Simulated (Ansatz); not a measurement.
The reference is Sn in the diamond structure (space group Fd-3m, No. 227; a = 6.474 Å; relaxed with 0.1 eV smearing).

Level of theory: LDA (Ansatz, a quantum-chemistry and plane-wave program), no SOC.

Strains are applied to the cell and any free atomic positions relax.

One change was made to it. Results:

| quantity | base | after |
|---|---|---|
| energy relative to the base (free energy F) | 0 meV/atom | +4.4 meV/atom |
| pressure | 0.0 GPa | 1.4 GPa |
| band gap | zero | zero |

Task: Name the change that was made.
(A) isotropic strain +1.50 %
(B) isotropic strain −1.50 %
(C) isotropic strain −1.00 %
(D) isotropic strain +2.50 %

Result: C, isotropic strain −1.00 %. For comparison, the energy relative to the base in the other runs: isotropic strain +2.50 % gives +24 meV/atom; isotropic strain −1.50 % gives +10 meV/atom; isotropic strain +1.50 % gives +9.1 meV/atom.

Whether these cells are dynamically stable was not tested.
